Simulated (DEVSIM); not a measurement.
System: Schottky contact on n-type Si, at 350 K.

Layer 1 from the left is Si, thickness (μm) 1.90, Nd (cm⁻³) 7.4e16, τn (s) 0.00018, τp (s) 0.00018.

Left contact: Schottky, work function 4.83 eV, emission velocity 2.1e6 cm/s. Right contact: ohmic. Voltage is applied to the left contact. Recombination: SRH at mid-gap, Auger. Gap narrowing is on: ΔEg = 6.92 meV × (l + √(l² + 0.5)), l = ln(N/1.3e17 cm⁻³), shared equally by both band edges. Mobility is μmin + (μ − μmin)/(1 + (N/Nref)^α).

The device is made up for the run: typed textbook-type constants, with dimensions and the other settings drawn at random. Values at 300 K; Nc and Nv go as T^1.5, mobilities as T to minus their exponent, the gap by Varshni's rule with the affinity fixed.

Si: gap (eV) 1.124, affinity (eV) 4.05, permittivity 11.7, Nc (cm⁻³) 2.86e19, Nv (cm⁻³) 3.1e19, μn (cm²/Vs) 1417, μp (cm²/Vs) 470, μn,min 52, μp,min 45, Nref,n 9.7e16, Nref,p 2.2e17, αn 0.68, αp 0.72, T exponent of μn 2.3, T exponent of μp 2.2, Cn (cm⁶/s) 2.8e-31, Cp (cm⁶/s) 9.9e-32, Varshni α (eV/K) 0.000473, Varshni β (K) 636.

Model (solved in DEVSIM): 1D drift-diffusion, Boltzmann statistics, complete ionisation; no tunnelling, impact ionisation, image-force lowering or self-heating. Metal contacts follow the ideal Schottky-Mott rule: no Fermi-level pinning, no interface dipoles.

Dark forward current:

| |V| (V) | |J| (A/cm²) |
|---|---|
| 0.05 | 0.0003036 |
| 0.10 | 0.001893 |
| 0.15 | 0.01021 |
| 0.20 | 0.05375 |
| 0.25 | 0.2813 |
| 0.30 | 1.468 |
| 0.35 | 7.610 |
| 0.40 | 38.44 |
| 0.45 | 175.1 |
| 0.50 | 604.8 |
| 0.55 | 1437 |
| 0.60 | 2578 |

**Question.** Work out the local ideality factor n = ΔV / (kT/q · ln(J2/J1)) between the rows 0.15 and 0.20 V, 0.55 and 0.60 V.

**Answer.** kT/q = 30.16 mV. From 0.15 to 0.20 V: ln(0.05375/0.01021) = 1.661, n = 1.00, near the 1 of diffusion or emission over a barrier. From 0.55 to 0.60 V: ln(2578/1437) = 0.584, n = 2.84; the layers' resistance at their doping, Σ W/(qμN) = 2.9e-5 Ω cm², would take 33 mV of this step of 50 mV.

**Question.** Estimate the current at 0.25 V for emission alone, J0 = q v N_band exp(−φB/kT), and read the barrier back from the simulated current.

**Answer.** φB = 0.780 eV, N_band = 3.60e19 cm⁻³, J0 = 7.11e-5 A/cm²; J = J0 (exp(qV/kT) − 1) = 0.283 A/cm². The simulation gives 0.281 A/cm², the same within the digits that matter. Read backwards, the simulated current gives an apparent barrier of 0.780 eV. The estimate leaves out transport through the depletion region and minority injection.
